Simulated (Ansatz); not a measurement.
Results of r²SCAN+SOC in Ansatz (plane waves, PAW) for BaN (model structure, started from the ZnS type, F-43m, No. 216, 2 atoms in the cell).

Input:

Ansatz 0.2 input:
```yaml
crystal:
  lattice:
    - [0.0, 2.9765436654, 2.9765436654]
    - [2.9765436654, 0.0, 2.9765436654]
    - [2.9765436654, 2.9765436654, 0.0]
  atoms:
    - { symbol: Ba, position: [0.0, 0.0, 0.0] }
    - { symbol: N, position: [0.75, 0.75, 0.75] }
basis:
  ecutwfc: 560
  ecutrho_ratio: 4
  xc_grid: 3
kpoints:
  mp_grid: { grid: [16, 16, 16] }
hamiltonian:
  xc: r2scan
  dispersion: none
  pseudopotentials: { kind: paw }
scf:
  occupations: { method: fermi_dirac, width: 0.05 }
  convergence: { dr2_threshold: 0.0000000002 }
output:
  forces: true
  stress: true
  eigenvalues: true
magnetization:
  noncollinear: true
  spin_orbit: true
```

Question: How many irreducible k-points, plane waves at Γ does the program set up, and what pressure does the run end with?

Answer: 145 irreducible k-points, 1591 plane waves at Γ; P = 1.92 GPa, so the cell is compressed on average and its volume would grow at this level.

From the output:

```
Crystal: 2 atoms, lattice volume = 52.743 Å³
Basis set: ecut = 560 eV, 1591 PW (Γ), exchange–correlation on 108×108×108 points (27 copies of the dense FFT grid, shifted against one another)
Bands: 24, of which v1, the nominal top of the filled ones, is band 15 counted from 1 (14 counted from 0)
Symmetry: 24 space group operations + 24 with time reversal
k-points: 145 of 4096 (time reversal used)
Initial density: superposition of atomic densities (chi_scale 0.1, normalization cell, long waves kept (reshape's long-wave potential 0.00 eV rms))
Functional: x = r2scan, c = r2scan; τ floored in thin density (d = 2e-4 eV/Å³)
spin=Noncollinear: Kerker preconditioning applied to the charge; magnetization (m_x, m_y, m_z) channels mix plain (no charge-response kernel on spin).
SCF 1 converged in 11 iterations: F = -6335.545913 eV  dr2 = 4.27e-12
SCF converged after 11 iterations
Free energy (F): -6335.545913 eV
Internal energy: -6335.517284 eV  (E = F + TS)
E sigma→0 (E₀):  -6335.531599 eV
Fermi energy:    6.269829 eV
--- Forces (eV/Å), atoms counted from 1 ---
  atom   1  Ba    -0.00000000     0.00000000    -0.00000000
  atom   2  N      0.00000000    -0.00000000     0.00000000
--- Stress (GPa, compression-positive) ---
        1.917065       0.000000      -0.000000
       -0.000000       1.917065       0.000000
       -0.000000       0.000000       1.917065
  P = ⅓ Tr σ = 1.9171 GPa (19.171 kbar)
```

The PAW data were made under PBE.

Note: the relaxation could raise the start's symmetry but not lower it, so the cell can be a saddle point. Note: cell and atoms aren't relaxed at this level (pressure 1.9 GPa).

Computing time: around 2.6 core-minutes (rough).

A model structure was made by putting elements into a prototype or built by hand; it is no filed structure, need not be a known phase, and can be a saddle point held by its symmetry.

Ansatz is a quantum-chemistry and plane-wave program.
